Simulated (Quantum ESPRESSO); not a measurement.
Checking a run of Quantum ESPRESSO on LaAg₂ (C2/m, 6 atoms in the cell). The aim is a self-consistent single point with DFT, PBEsol, plane waves, GBRV 1.5 ultrasoft (PBESOL) pseudopotentials.

Cell that was meant: a = 6.0175 Å, b = 6.0175 Å, c = 4.8381 Å, α = 113.61°, β = 113.61°, γ = 75.84°.

Part of the input:

```fortran
  degauss = 0.0099958,
/
&electrons
  conv_thr = 1.0d-2,
/
ATOMIC_SPECIES
La   138.9055  la_pbesol_v1.uspp.F.UPF
```

Log, with long lists cut:

```
     Message from routine setup:
     using ibrav=0 with symmetry is DISCOURAGED, use correct ibrav instead
     G-vector sticks info
   [... lines left out ...]
        k(    2) = (   0.0000000   0.0000000   0.3609445), wk =   0.0625000
        k(    3) = (   0.0000000   0.0000000  -0.7218890), wk =   0.0312500
   [... 21 lines left out ...]

     Dense  grid:    95417 G-vectors     FFT dimensions: (  72,  72,  54)

     Smooth grid:    33727 G-vectors     FFT dimensions: (  45,  45,  40)

     Initial potential from superposition of free atoms

     starting charge      95.9410, renormalised to      98.0000

     negative rho (up, down):  1.563E-01 0.000E+00
     Self-consistent Calculation

     iteration #  1     ecut=    40.00 Ry     beta= 0.70

     total energy              =   -1369.89446049 Ry
     estimated scf accuracy    <      22.32606178 Ry

     iteration #  2     ecut=    40.00 Ry     beta= 0.70

     total energy              =   -1383.76120484 Ry
     estimated scf accuracy    <      44.49435561 Ry

     iteration #  3     ecut=    40.00 Ry     beta= 0.70

     negative rho (up, down):  1.645E-02 0.000E+00

     total energy              =   -1386.88397045 Ry
     estimated scf accuracy    <       5.32385152 Ry

     iteration #  4     ecut=    40.00 Ry     beta= 0.70

     negative rho (up, down):  3.835E-02 0.000E+00

     total energy              =   -1386.81128139 Ry
     estimated scf accuracy    <       1.66653705 Ry

     iteration #  5     ecut=    40.00 Ry     beta= 0.70

     negative rho (up, down):  1.142E-01 0.000E+00

     total energy              =   -1386.54639513 Ry
     estimated scf accuracy    <       0.68198489 Ry

     iteration #  6     ecut=    40.00 Ry     beta= 0.70

     negative rho (up, down):  1.169E-01 0.000E+00
     End of self-consistent calculation

   [... 5 lines left out ...]

   [... 5 lines left out ...]

     the Fermi energy is    13.7089 ev

!    total energy              =   -1386.69607002 Ry
     estimated scf accuracy    <       0.00452766 Ry
     smearing contrib. (-TS)   =       0.00047939 Ry
     internal energy E=F+TS    =   -1386.69654941 Ry

     convergence has been achieved in   6 iterations

     negative rho (up, down):  1.169E-01 0.000E+00

     Forces acting on atoms (cartesian axes, Ry/au):

     atom    1 type  1   force =    -0.00690464    0.00000000   -0.00382551
     atom    2 type  1   force =     0.00690464    0.00000000    0.00382551
     atom    3 type  2   force =    -0.00038501   -0.01598169   -0.00066028
   [... lines left out ...]
     Total force =     0.033891     Total SCF correction =     0.202465
   [... lines left out ...]

     negative rho (up, down):  1.169E-01 0.000E+00
          total   stress  (Ry/bohr**3)                   (kbar)     P=     -106.14
  -0.00072381   0.00000000   0.00001158         -106.48        0.00        1.70
  -0.00000000  -0.00069735   0.00000000           -0.00     -102.58        0.00
   0.00001158   0.00000000  -0.00074345            1.70        0.00     -109.37

   JOB DONE.
```

### Question
Is anything amiss in this input, and did it matter?

### Answer
The run is not sound. The fault is a convergence threshold that is too loose. A loop that stops early leaves an energy error of second order in the density error, but errors of first order in forces and stress. To fix it, tighten the threshold. The run converged in 6 iterations without an error; against the sound input the free energy rises by 9.2 meV/atom, the pressure goes from -3.63 to -10.61 GPa and the largest force goes from 0.039 to 0.411 eV/Å. The full log also holds: “SCF correction compared to forces is large: reduce conv_thr to get better values”.

The sound input it was made from differs as follows (other fixes are possible):
```diff
-  conv_thr = 1.0d-2,
+  conv_thr = 1.0d-9,
```

With that input, the run converged in 16 iterations: free energy E − TS -18867.0162 eV; Fermi level (on the code's own zero) 13.75 eV; pressure -3.63 GPa; largest force (vector length) 0.039 eV/Å (DFT, PBEsol, plane waves, GBRV 1.5 ultrasoft (PBESOL) pseudopotentials).

On the sound input: the starting cell comes from a database of computed structures (which also holds hypothetical and non-ambient phases and stackings), without a prior relaxation at this level. With a pressure of about -4 GPa the cell is away from its equilibrium volume at this level.
